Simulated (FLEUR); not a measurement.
Band structure of La3Ga (Pm-3m, 4 atoms in the cell).

```
La3Ga
1.0
    4.98640     0.00000     0.00000
    0.00000     4.98640     0.00000
    0.00000     0.00000     4.98640
La Ga
3 1
Direct
  0.00000   0.50000   0.50000
  0.50000   0.00000   0.50000
  0.50000   0.50000   0.00000
  0.00000   0.00000   0.00000
```

Method: PBEsol, all-electron FLAPW (FLEUR), scalar-relativistic valence run with FLEUR.

Settings: Kmax = 3.8 1/bohr; GmaxXC = 11.4 1/bohr; xcFunctional = PBEs; jspins = 1; l_soc = F; mode = hist; fermiSmearingEnergy = 0.00183747 Htr; mesh (inpgen div1-3) = 7 7 7; inpgen gamma flag = false; Gmax = 11.4 1/bohr; numbands = 0; maxIterBroyd = 15; imix = Anderson; alpha = 0.05.

The starting cell comes from a database of computed structures (which also holds hypothetical and non-ambient phases and stackings), without a prior relaxation at this level. Its lattice was rescaled by a random factor within 2.5 % of one. Values depend on the basis (sphere radii, cutoffs, local orbitals), which need not be converged.

These are the values that this program gave, and no reference: the default basis lacks the next d shell.

Levels in eV from the Fermi level, bands 20 to 27:
```
point     20     21     22     23     24    25    26    27
-----  -----  -----  -----  -----  -----  ----  ----  ----
Γ      -0.96  -0.96  -0.96  -0.95  -0.95  0.76  0.76  0.76
X      -1.26  -0.73  -0.73  -0.63   0.65  1.01  1.10  1.24
M      -1.26  -1.26  -0.06  -0.06   0.27  0.74  1.06  1.06
R      -1.15  -1.15   0.31   0.31   0.31  1.23  1.43  1.43
```
